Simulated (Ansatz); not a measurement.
Consider BeS in the rock salt structure (space group Fm-3m, No. 225; a = 4.629 Å; a hypothetical phase, not in the database extracts checked). Axes: x, y, z lie along the cube axes.

(Cell as relaxed with PBE.)

Levels (all Ansatz, an electronic-structure program, PAW): PBE (420 eV, no spin-orbit coupling); PBEsol (420 eV, no spin-orbit coupling).

Each level relaxes its own structure.

```
base                      PBE    PBEsol
-------------------  --------  --------
volume per atom      12.40 Å³  12.09 Å³
lattice parameter a   4.629 Å   4.590 Å
band gap              0.97 eV   0.95 eV
```

The change: biaxial strain −3.51 %, plane normal [001], relaxed out of plane (Cartesian); in-plane vectors clamped, the third vector and the atoms free.

```tsv
quantity	PBE	PBEsol
valley order (the lowest conduction-band minima on the path, energy above the VBM, named in the base's zone)	X along [100] 0.62 eV; X along [001] 1.41 eV	X along [100] 0.62 eV; X along [001] 1.39 eV
shift of the gap caused by the change	-0.35 eV	-0.33 eV
valence-band top at Γ (three highest levels, from the VBM)	0.00, -0.75, -0.75 eV	0.00, -0.73, -0.73 eV
volume per atom	11.92 Å³	11.56 Å³
```

Both order the valleys alike; PBE's shift of the gap caused by the change lies 0.028 eV below PBEsol's; PBE's volume per atom lies 0.36 Å³ above PBEsol's (3.1 %). Neither level is exact; PBEsol is the comparison here, not a measurement.

Whether these cells are dynamically stable was not tested.
